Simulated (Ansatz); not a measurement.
CsCl-type DyAg was calculated with LDA (PAW; Ansatz, an electronic-structure program).

Settings: plane-wave cutoff 520 eV, 16×16×16 k mesh, Fermi–Dirac smearing 0.05 eV, spin-polarised with parallel moments, scalar-relativistic PAW data made under PBE.

Cell (relaxed at this level):

```
AgDy
1.0
    3.53698     0.00000     0.00000
    0.00000     3.53698     0.00000
    0.00000     0.00000     3.53698
Ag Dy
1 1
Direct
  0.00000   0.00000   0.00000
  0.50000   0.50000   0.50000
```
Starting moments (μB, in the order of the record's atoms Ag Dy): 0.0 5.0.

Question: Predict the bulk modulus.

Answer: 
- bulk modulus = 71.6 GPa

The run finds no gap.

Note: the magnetic order was assumed, not searched for or taken from measurement; the bulk modulus is −V dP/dV from two relaxed cells at ±2 % in volume; the 4f shell is treated without U or exact exchange, so its levels and filling can be wrong; the volume lies 7 % below that of the published cell.

Spin–orbit coupling is not included.

Computed values are for the static lattice.

It cost roughly 4 core-minutes of CPU time.
